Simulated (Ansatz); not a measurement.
The reference is BAs in the zinc blende structure (space group F-43m, No. 216; a = 4.784 Å).

All numbers come from r2SCAN (Ansatz, an electronic-structure program), no spin-orbit coupling.

Strains are applied to the cell and any free atomic positions relax.

One change was made to it. Results:

```csv
quantity,base,after
pressure,0.00 GPa,-5.74 GPa
mean gap deformation potential ΔEg/Δln V,–,+1.0 eV
energy relative to the base (free energy F),0 meV/atom,+12 meV/atom
smallest direct gap,3.44 eV,3.39 eV
```

Task: Which of these changes matches the shifts?
A. isotropic strain +1.00 %
B. isotropic strain +3.00 %
C. isotropic strain +2.50 %
D. isotropic strain +1.50 %
E. isotropic strain +2.00 %

Result: D, isotropic strain +1.50 %. For comparison, the energy relative to the base in the other runs: isotropic strain +1.00 % gives +5.2 meV/atom; isotropic strain +3.00 % gives +44 meV/atom; isotropic strain +2.00 % gives +20 meV/atom; isotropic strain +2.50 % gives +31 meV/atom.

Whether these cells are dynamically stable was not tested.
